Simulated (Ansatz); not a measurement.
Input and output of a relaxation of cell and atoms for BaC2 (C2/c, 6 atoms in the cell) (Ansatz, a first-principles code).

Method of the run: PBEsol, PAW files made with PBE (plane waves; Ansatz).

```
CELL_PARAMETERS angstrom
      3.77493    -2.35399     0.00000
      3.77493     2.35399     0.00000
     -2.83915     0.00000     7.71389
ATOMIC_POSITIONS crystal
  Ba 0.81021 0.18979 0.25000
  Ba 0.18979 0.81021 0.75000
  C  0.58597 0.89327 0.44553
  C  0.41403 0.10673 0.55447
  C  0.10673 0.41403 0.05447
  C  0.89327 0.58597 0.94553
```

Reference input (self-consistent single point, DFT, PBEsol, plane waves, PAW files made with PBE): kpoints.mp_grid.grid = 5 5 3; hamiltonian.xc = pbesol; hamiltonian.pseudopotentials = {kind: paw} (an earlier, softer set of the program's PAW files); scf.occupations.method = fermi_dirac; scf.occupations.width = 0.05 eV. This run's input differs from it in these lines:

```diff
@@ -24,2 +24,4 @@
     width: 0.05 eV
+relax:
+  cell: {}
 output:
```

Output, abridged:

```
   [... SCF lines of the steps left out ...]
relax step   1: F+E_penalty+E_count = -12711.38543391 eV  Δ(F+E_penalty+E_count) = +0.000e0 eV  max|allowed force component| = 9.017e-1 eV/Å  Δτ_max = 0.0000 Å  P = +0.470 GPa  Ω = 137.094 Å³  (8 SCF iters, dr2 threshold 1.00e-7 eV, accepted)
relax step   2: F+E_penalty+E_count = -12711.39685920 eV  Δ(F+E_penalty+E_count) = -1.143e-2 eV  max|allowed force component| = 4.437e-2 eV/Å  Δτ_max = 0.0287 Å  P = +1.388 GPa  Ω = 131.429 Å³  energy of the carried Pulay correction = +3.892e-3 eV  [...]
   [... lines left out ...]
relax step   8: F+E_penalty+E_count = -12711.41167508 eV  Δ(F+E_penalty+E_count) = -1.286e-4 eV  max|allowed force component| = 2.569e-3 eV/Å  Δτ_max = 0.0052 Å  P = +0.000 GPa  Ω = 135.273 Å³  energy of the carried Pulay correction = +1.233e-3 eV  [...]
relax step   9: F+E_penalty+E_count = -12711.41061043 eV  Δ(F+E_penalty+E_count) = +1.065e-3 eV  max|allowed force component| = 2.153e-3 eV/Å  Δτ_max = 0.0000 Å  P = -0.010 GPa  Ω = 135.273 Å³  stress off target by 2.55e-2 GPa  SCF on the basis [...]
basis re-selected at this cell: Δ(F+E_penalty+E_count) = +1.065e-3 eV, ΔP = -0.010 GPa vs the last step
the relaxation is at rest under the 4 symmetry operations that the run kept from its start: a minimum is not shown …
Stability not checked: this state was not tested for a lower state beside it, because too few of the mixer's solves of this state at the end of the SCF gave a …
Free energy (F): -12711.410610 eV
Internal energy: -12711.410610 eV  (E = F + TS)
   [... lines left out ...]
Fermi energy:    5.824196 eV
  cell:  # Å, volume = 135.2734 Å³
   [... lines left out ...]
    - { symbol: C, position: [0.5942619075646179, 0.896876280851797, 0.4463278306935316] }
    - { symbol: C, position: [0.40573809243538184, 0.1031237191482027, 0.5536721693064685] }
    - { symbol: C, position: [0.10312371914820269, 0.4057380924353819, 0.053672169306468356] }
    - { symbol: C, position: [0.8968762808517972, 0.594261907564618, 0.9463278306935315] }
```

The run converged. 

Summary of the result:
```
Property                                                                                             Result
------------------------------------------------  ---------------------------------------------------------
Free energy E − TS (on the zero of these files)                                              -12711.4106 eV
Top of the valence band (on the code's own zero)                                                    4.66 eV
Gap on the k-point mesh                                                                             2.25 eV
Pressure                                                                                          -0.01 GPa
Largest force (vector length)                                                                    0.003 eV/Å
Final cell                                        a = b = 4.447 Å, c = 8.174 Å, α = β = 107.76°, γ = 63.71°
Final volume per atom                                                                              22.55 Å³
Relaxation steps                                                                                          9
```

The starting cell comes from a database of computed structures (which also holds hypothetical and non-ambient phases and stackings), without a prior relaxation at this level. Its lattice was rescaled by a random factor within 2.5 % of one. The relaxation keeps the symmetry of its start, so its end need not be a minimum. Ansatz's pressure includes its estimate of the finite-basis (Pulay) stress.

Cost on one core of a shared machine: roughly 60 s.

Keys are those of Ansatz 0.2.
